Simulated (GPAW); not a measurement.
Input and output of a self-consistent single point for SrMg (Cm, 6 atoms in the cell) (GPAW)

Method: PBEsol, GPAW PAW datasets PBEsol (made by gpaw-setup) (plane waves; GPAW 25.7.0).

This input was run:

```python
from ase import Atoms
from ase.units import GPa
from gpaw import GPAW, PW

atoms = Atoms(['Sr', 'Sr', 'Sr', 'Mg', 'Mg', 'Mg'],
              cell=[[7.009770, -2.015300, 0.000000],
                    [7.009770, 2.015300, 0.000000],
                    [-2.356991, 0.000000, 7.983362]],
              positions=[[4.870919, 0.000000, 1.858686],
                         [8.650930, -0.000000, 2.657182],
                         [-0.848715, -0.000000, 5.072788],
                         [13.935161, 0.000000, 0.010857],
                         [3.026104, -0.000000, 5.656052],
                         [8.082583, -0.000000, 7.363933]],
              pbc=True)

calc = GPAW(mode=PW(850),
            xc='PBEsol',
            kpts=(5, 5, 3),
            occupations={'name': 'methfessel-paxton', 'width': 0.136, 'order': 1},
            nbands=-14,
            convergence={'density': 1e-05},
            symmetry={'symmorphic': False, 'tolerance': 0.0005},
            maxiter=120)

atoms.calc = calc

energy = atoms.get_potential_energy()
print('Energy (eV):', round(energy, 6))
forces = atoms.get_forces()
print('Forces (eV/Ang):')
print(forces.round(5))
stress = atoms.get_stress()
print('Stress (GPa, Voigt):', (stress / GPa).round(4))
```

Log, with long lists cut:

```
Input parameters:
  convergence: {density: 1e-05}
  kpts: [5 5 3]
  maxiter: 120
  mode: {ecut: 850.0,
         name: pw}
  nbands: -14
  occupations: {name: methfessel-paxton,
                order: 1,
                width: 0.136}
  symmetry: {symmorphic: False,
             tolerance: 0.0005}
  xc: PBEsol

species:
  Sr:
    name: Strontium
    Z: 38.0
    valence: 10
    core: 28
    charge: 0.0
    file: Sr.PBEsol.gz

    # Using partial waves for Sr as LCAO basis

  Mg:
    name: Magnesium
    Z: 12.0
    valence: 10
    core: 2
    charge: 0.0
    file: Mg.PBEsol.gz

    # Using partial waves for Mg as LCAO basis

Reference energy: -275646.812929  # eV

Spin-paired calculation

Convergence criteria:
 Maximum [total energy] change in last 3 cyles: 0.0005 eV / valence electron
 Maximum integral of absolute [dens]ity change: 1e-05 electrons / valence electron
 Maximum integral of absolute [eigenst]ate change: 4e-08 eV^2 / valence electron
 Maximum number of scf [iter]ations: 120

Symmetries present (total): 2
Symmetries with fractional translations: 0
75 k-points: 5 x 5 x 3 Monkhorst-Pack grid
24 k-points in the irreducible part of the Brillouin zone
       k-points in crystal coordinates                weights
   0:     0.00000000    0.00000000    0.00000000          1/75
   1:     0.00000000    0.00000000    0.33333333          2/75
   2:     0.20000000   -0.20000000    0.00000000          2/75
   [... 7 lines left out ...]
          ...
  23:     0.40000000    0.40000000    0.33333333          2/75

Wave functions: Plane wave expansion
  Cutoff energy: 850.000 eV
  Number of coefficients (min, max): 12659, 12729
  Pulay-stress correction: 0.000000 eV/Ang^3 (de/decut=0.000000)

Occupation numbers: Methfessel-Paxton:
  width: 0.1360  # eV
  order: 1

Eigensolver

Densities:
  Coarse grid: 50*50*56 grid
  Fine grid: 100*100*112 grid
  Total Charge: 0.000000

Density mixing:
  Method: separate
  Backend: pulay
  Linear mixing parameter: 0.05
  old densities: 5
  Damping of long wavelength oscillations: 50

Hamiltonian:
  XC and Coulomb potentials evaluated on a 100*100*112 grid
  External potential:
    NoExternalPotential

XC parameters: PBEsol with 2 nearest neighbor stencil

Number of atoms: 6
Number of atomic orbitals: 39
Number of bands in calculation: 44
Number of valence electrons: 60
Bands to converge: occupied

Density initialized from atomic densities
  39 bands from LCAO basis set
  5 bands from random numbers

Atomic positions and initial magnetic moments

Positions:
   0 Sr     4.870919    0.000000    1.858686    ( 0.0000,  0.0000,  0.0000)
   1 Sr     8.650930   -0.000000    2.657182    ( 0.0000,  0.0000,  0.0000)
   2 Sr    -0.848715   -0.000000    5.072788    ( 0.0000,  0.0000,  0.0000)
   3 Mg    13.935161    0.000000    0.010857    ( 0.0000,  0.0000,  0.0000)
   4 Mg     3.026104   -0.000000    5.656052    ( 0.0000,  0.0000,  0.0000)
   5 Mg     8.082583   -0.000000    7.363933    ( 0.0000,  0.0000,  0.0000)

Unit cell:
           periodic     x           y           z      points  spacing
  1. axis:    yes    7.009770   -2.015300    0.000000    50     0.0772
  2. axis:    yes    7.009770    2.015300    0.000000    50     0.0772
  3. axis:    yes   -2.356991    0.000000    7.983362    56     0.1426

  Lengths:   7.293717   7.293717   8.324030
  Angles:  105.791155 105.791155  32.079753

Effective grid spacing dv^(1/3) = 0.1172

     iter     time        total  log10-change:
                         energy   eigst   dens
iter:   1 --:--:--   -10.556323
iter:   2 --:--:--   -10.756863   -0.53  -1.52
iter:   3 --:--:--   -10.701536   -1.37  -1.57
iter:   4 --:--:--   -10.681552   -1.84  -1.68
iter:   5 --:--:--   -10.666939   -2.63  -1.98
iter:   6 --:--:--   -10.668260c  -3.38  -2.28
iter:   7 --:--:--   -10.661115c  -3.65  -2.36
iter:   8 --:--:--   -10.659455c  -4.29  -2.66
iter:   9 --:--:--   -10.658645c  -4.51  -2.86
iter:  10 --:--:--   -10.658613c  -5.41  -3.22
iter:  11 --:--:--   -10.658558c  -5.59  -3.27
iter:  12 --:--:--   -10.658546c  -6.19  -3.48
iter:  13 --:--:--   -10.658531c  -6.52  -3.55
iter:  14 --:--:--   -10.658526c  -6.69  -3.71
iter:  15 --:--:--   -10.658521c  -6.84  -3.86
iter:  16 --:--:--   -10.658520c  -7.52c -4.05
iter:  17 --:--:--   -10.658519c  -7.90c -4.12
iter:  18 --:--:--   -10.658519c  -7.94c -4.20
iter:  19 --:--:--   -10.658520c  -7.61c -4.29
iter:  20 --:--:--   -10.658520c  -8.55c -4.66
iter:  21 --:--:--   -10.658519c  -8.37c -4.71
iter:  22 --:--:--   -10.658519c  -9.05c -5.01c

Converged after 22 iterations.

Dipole moment: (-10.933006, -0.000000, 3.532439) |e|*Ang

Energy contributions relative to reference atoms: (reference = -275646.812929)

Kinetic:         -7.658214
Potential:      +16.344610
External:        +0.000000
XC:             -18.640666
Entropy (-ST):   -0.003699
Local:           -0.701783
SIC:             +0.000000
--------------------------
Free energy:    -10.659753
Extrapolated:   -10.658519

Showing only first 2 kpts
 Kpt  Band  Eigenvalues  Occupancy
  0    28      2.15436    2.00000
  0    29      2.79959    2.00000
  0    30      3.52892    1.55104
  0    31      4.24920   -0.00000

  1    28      2.68569    2.00000
  1    29      3.20963    2.00093
  1    30      3.57780    0.98026
  1    31      3.88958   -0.00531

Fermi level: 3.57622

No gap
No difference between direct/indirect transitions
Energy (eV): -10.658519

Forces in eV/Ang:
  0 Sr   -0.05311    0.00000    0.02374
  1 Sr    0.03288    0.00000    0.05471
  2 Sr   -0.03404    0.00000   -0.01979
  3 Mg    0.12906    0.00000    0.04786
  4 Mg    0.01408    0.00000   -0.04619
  5 Mg   -0.08865    0.00000   -0.06072

Stress tensor:
     0.001564     0.000000     0.002870
     0.000000     0.002504     0.000000
     0.002870     0.000000     0.002626
Stress (GPa, Voigt): [0.2505 0.4012 0.4207 0.     0.4598 0.    ]
```

The run converged in 22 iterations. GPAW prints stress with tension positive.

The starting cell comes from a database of computed structures (which also holds hypothetical and non-ambient phases and stackings), without a prior relaxation at this level.

Cost on one core of a shared machine: roughly 8 min.
